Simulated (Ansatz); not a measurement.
Re: transverse stress against strain

Re (hcp, P6_3/mmc, 14.957 Å³/atom at rest, c along z) under a strain ε along c (axis z), the other axes held. PBE in Ansatz, a plane-wave DFT program (PAW, default set), 420 eV, 24×24×13 Γ-centred mesh, Fermi-Dirac smearing 0.10 eV; ions are relaxed within the symmetry of each cell. Stress is positive for a compressed cell.

Here s stands for strain and y for stress xx.

| strain (%) | stress xx (GPa) |
|---|---|
| -3.00 | ? |
| -1.50 | 3.55 |
| -1.00 | 2.31 |
| -0.50 | 1.13 |
| 0.00 | 0.00 |
| 0.50 | -1.08 |
| 1.00 | -2.12 |
| 1.50 | -3.10 |

Using a straight line, estimate the missing y at s = -3.00 from the other rows, showing the fit.

Means: s 0, y 0.099. About the means, the sum of products is -15.510 and the sum of squares of s is 7.0000; the slope is their ratio. Least squares gives y = 0.099 - 2.2157·s. Residuals (row less fit): 0.127, -0.005, -0.077, -0.099, -0.071, -0.003, 0.125; standard error 0.103 (degrees of freedom: 5). The slope gives the elastic constant C13 = 222 ± 4 GPa. At the withheld row, y = 0.099 - 2.2157 × (-3.0) = 6.746 GPa. The calculation gives 7.60 GPa, 0.854 GPa above the prediction (8.0 % of the range of y in the table). The row lies outside the fitted rows, so this is an extrapolation. From the scatter of the fitted rows alone, a prediction at this place has a standard error of 0.160 GPa, so the miss is 5.3 times that.

One order more, fitted to all 13 runs of the series, follows each within 0.02, so the miss is the next term of a smooth law. In a metal these values are sensitive to mesh and smearing; energies are taken to zero smearing, stresses follow the free energy. Rows are the converged runs of the series near zero and its far end; series whose fitted rows scatter by over a few per cent of the range, as at a crossing or softening among them, aren't shown in this form. Most that stay on the fit to the last digits aren't either.
